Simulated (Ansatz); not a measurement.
BeS (model structure, started from the GeS type, Pnma, No. 62, 8 atoms in the cell), treated with PBE in Ansatz (plane waves, PAW).

Run with plane-wave cutoff 520 eV, 6×18×16 k mesh (along the axes of the cell as run), Fermi–Dirac smearing 0.05 eV, scalar-relativistic PAW data made under PBE.

Cell (relaxed at this level):

Space group Pnma (No. 62); a = 8.9857 Å, b = 3.4337 Å, c = 5.7836 Å, α = β = γ = 90.00°

```json
[
 {"atom": "Be", "site": "4c", "symmetry": ".m.", "x": "0.2383", "y": "0.2500", "z": "0.4893"},
 {"atom": "S", "site": "4c", "symmetry": ".m.", "x": "0.3013", "y": "0.2500", "z": "0.1578"}
]
```

### Question
What does this level give for the band gap and Γ–Γ gap?

### Answer

band gap: 4.33 eV (on the SCF k mesh)
Γ–Γ gap: 4.83 eV

Note: the relaxation could raise the start's symmetry but not lower it, so the cell can be a saddle point; the cell has widely spaced layers and the level no dispersion term, so their spacing and the moduli can rest on weak binding.

Computed values are for the static lattice.

It cost very roughly 40 core-minutes of CPU time.

A model structure was made by putting elements into a prototype or built by hand; it is no filed structure, need not be a known phase, and can be a saddle point held by its symmetry.

Ansatz is a first-principles code.
